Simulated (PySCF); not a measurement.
PySCF 2.14.0, B3LYP/def2-svp, df: Hf(O)2 ([O]=[Hf]=[O]), 3 atoms. The geometry is a generated start, not checked to be a minimum at this level.

- task: energy and gradient
- method: b3lyp
- basis: def2-svp
- two-electron scheme: density fitting
- mol.max_memory: 7000 MB
- mf.init_guess: minao (default)
- mf.DIIS: CDIIS (default)
- mf.diis_space: 8 (default)
- mf.conv_tol: 1e-09 (default)
- effective core potentials: those of the basis set, past Kr
- basis functions (reference run): 60
- grid points (reference run): 297008

```xyz
3

Hf     0.3946    -0.3399     0.4014
O      0.9403     0.3886    -1.1344
O     -1.3349    -0.0487     0.7330
```
Charge 0, spin multiplicity 1.

Differences are taken against the run with mf.grids.level = 8, mf.grids.prune = nwchem_prune (default); no run here is proven converged. Each setting ran once; only counts and results are compared.

Settings tried, all else as in the reference:
- mf.grids.level = 3 (default), mf.grids.atom_grid = 35×110
- mf.grids.level = 6
- mf.grids.level = 3 (default), no pruning
- mf.grids.level = 0
- mf.grids.level = 1
- mf.grids.level = 3 (default), mf.grids.prune = treutler_prune
- mf.grids.level = 4
- mf.grids.level = 2
- mf.grids.level = 3 (default), mf.grids.atom_grid = 75×302
- mf.grids.level = 3 (default), mf.grids.atom_grid = 50×194
- mf.grids.level = 3 (default)
- mf.grids.level = 5
- mf.grids.level = 3 (default), mf.grids.atom_grid = 99×590

### Question
Sort the settings: which keep to the reference within 0.10 meV/atom in energy, 1.0 meV/Å in forces (largest component), and which don't?

### Answer
Within it: mf.grids.level = 6. At the edge (between 0.75 and 1.33 times the tolerance): mf.grids.level = 5. Outside: mf.grids.level = 3 (default), mf.grids.atom_grid = 99×590; mf.grids.level = 4; mf.grids.level = 3 (default); mf.grids.level = 3 (default), no pruning; mf.grids.level = 3 (default), mf.grids.prune = treutler_prune; mf.grids.level = 3 (default), mf.grids.atom_grid = 75×302; mf.grids.level = 2; mf.grids.level = 1; mf.grids.level = 3 (default), mf.grids.atom_grid = 50×194; mf.grids.level = 3 (default), mf.grids.atom_grid = 35×110; mf.grids.level = 0.

| setting | grid points | energy against the reference | difference in forces (largest component) |
|---|---|---|---|
| the reference | 297008 | — | — |
| mf.grids.level = 6 | 195272 | under 0.001 meV/atom | 0.38 meV/Å |
| mf.grids.level = 5 | 136416 | under 0.001 meV/atom | 0.93 meV/Å |
| mf.grids.level = 3 (default), mf.grids.atom_grid = 99×590 | 91776 | −0.0037 meV/atom | 1.7 meV/Å |
| mf.grids.level = 4 | 90976 | −0.0031 meV/atom | 1.7 meV/Å |
| mf.grids.level = 3 (default) | 51960 | +0.062 meV/atom | 5.5 meV/Å |
| mf.grids.level = 3 (default), no pruning | 88704 | +0.062 meV/atom | 5.6 meV/Å |
| mf.grids.level = 3 (default), mf.grids.prune = treutler_prune | 47864 | +0.0058 meV/atom | 6.3 meV/Å |
| mf.grids.level = 3 (default), mf.grids.atom_grid = 75×302 | 41640 | −0.14 meV/atom | 14 meV/Å |
| mf.grids.level = 2 | 37792 | −0.14 meV/atom | 14 meV/Å |
| mf.grids.level = 1 | 19200 | −0.077 meV/atom | 18 meV/Å |
| mf.grids.level = 3 (default), mf.grids.atom_grid = 50×194 | 19144 | −0.12 meV/atom | 18 meV/Å |
| mf.grids.level = 3 (default), mf.grids.atom_grid = 35×110 | 8552 | −4.4 meV/atom | 110 meV/Å |
| mf.grids.level = 0 | 5400 | +310 meV/atom | 120 meV/Å |

Total energies are compared; such shifts often cancel in part in energy differences. The gradients leave out the derivatives of the grid weights. No test of the SCF solution's stability was run. The tolerance is a choice made for this comparison.
